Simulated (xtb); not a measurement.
xtb 6.7.1, GFN2-xTB: C[SiH2]O[SiH2][O][Al]([OH])[OH], 17 atoms. The geometry is a generated start, not checked to be a minimum at this level.

```
Item                                                                                                            Value
------------------------  -------------------------------------------------------------------------------------------
method                                                                                                       GFN2-xTB
--acc                                                                                                     1 (default)
--etemp (K)                                                                                             300 (default)
detailed input (--input)  none: ANC optimiser, Lindh (1995) Hessian, microcycle=20, maxdispl=1.0, hlow=0.01 (default)
basis functions                                                                                                    59
valence electrons                                                                                                  48
```

```xyz
17

Si    -2.0996     0.7092     0.5397
C     -3.4935     0.1137    -0.6000
O     -0.7617    -0.1492     0.2340
Si     0.3536    -1.2448    -0.1702
O      1.8196    -0.5818    -0.0605
Al     3.2898     0.2110     0.1419
O      3.3839     1.8389     0.3832
O      4.7110    -0.6285     0.1001
H     -1.7559     2.1125     0.2893
H     -2.4343     0.4737     1.9496
H     -4.4437     0.5715    -0.3365
H     -3.2905     0.3568    -1.6407
H     -3.6180    -0.9654    -0.5363
H      0.1490    -1.6070    -1.5719
H      0.2785    -2.3291     0.8051
H      2.8684     2.6281     0.4768
H      5.0434    -1.5094    -0.0036
```

The structure is relaxed from this start with --opt LEVEL for the levels crude, sloppy, loose, lax, normal, tight, vtight, extreme, once each. Up to the end of the extreme run atoms move by at most 1.5 Å along an axis.

Task: Which level is enough to come within 5 meV of the tightest end point?

Result: normal: 72 cycles against 84, ending 0.24 meV above.

```json
[
 {"level": "crude", "cycles": "1", "energy above the extreme run (meV)": "55", "gradient norm (eV/Å)": "0.14"},
 {"level": "sloppy", "cycles": "1", "energy above the extreme run (meV)": "55", "gradient norm (eV/Å)": "0.14"},
 {"level": "loose", "cycles": "1", "energy above the extreme run (meV)": "55", "gradient norm (eV/Å)": "0.14"},
 {"level": "lax", "cycles": "4", "energy above the extreme run (meV)": "53", "gradient norm (eV/Å)": "0.082"},
 {"level": "normal", "cycles": "72", "energy above the extreme run (meV)": "0.24", "gradient norm (eV/Å)": "0.021"},
 {"level": "tight", "cycles": "79", "energy above the extreme run (meV)": "under 0.01", "gradient norm (eV/Å)": "0.0063"},
 {"level": "vtight", "cycles": "80", "energy above the extreme run (meV)": "under 0.01", "gradient norm (eV/Å)": "0.0029"},
 {"level": "extreme", "cycles": "84", "energy above the extreme run (meV)": "—", "gradient norm (eV/Å)": "0.0021"}
]
```
